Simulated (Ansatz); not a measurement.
The parent structure is CoSn (space group P6/mmm, No. 191; a = 5.294 Å, c = 4.235 Å; non-magnetic).

The values are results of PBE (Ansatz, a program for electronic structure; PAW; 420 eV plane waves; no SOC), not measurements.

Base values:

- Lattice parameter a: 5.294 Å

Perturbation: hydrostatic tension (pressure −2 GPa).

Question: Estimate the effect on the lattice parameter a.

Answer: The lattice parameter a increases by 0.029 Å (5.294 Å → 5.323 Å).

Load acts through the strain it causes; cell and atoms are relaxed under it. No phonon test of stability was made. Starting moments died away, wholly or in part, for the base; another magnetic solution may exist. The final runs are not spin-polarised.
